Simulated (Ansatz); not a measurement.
Results of LDA in Ansatz (PAW) for YAu₃ (Pmmn, No. 59; cell taken from a computed entry).

Numerical settings: plane-wave cutoff 500 eV, 12×10×12 k mesh (along the axes of the cell as run), Fermi–Dirac smearing 0.1 eV, scalar-relativistic PAW data made under PBE.

Computed at the level's own relaxed cell.

Give the computed equilibrium volume per atom.


* **equilibrium volume per atom**: 18.59 Å³/atom

The run finds no gap.

Note: the relaxation could not lower the start's symmetry, so the cell can be a saddle point above a distorted one.

Spin–orbit coupling is not included; it can shift volumes and moduli of such heavy elements.

It cost around 25 core-minutes (rough) of CPU time.

Ansatz is an electronic-structure program.
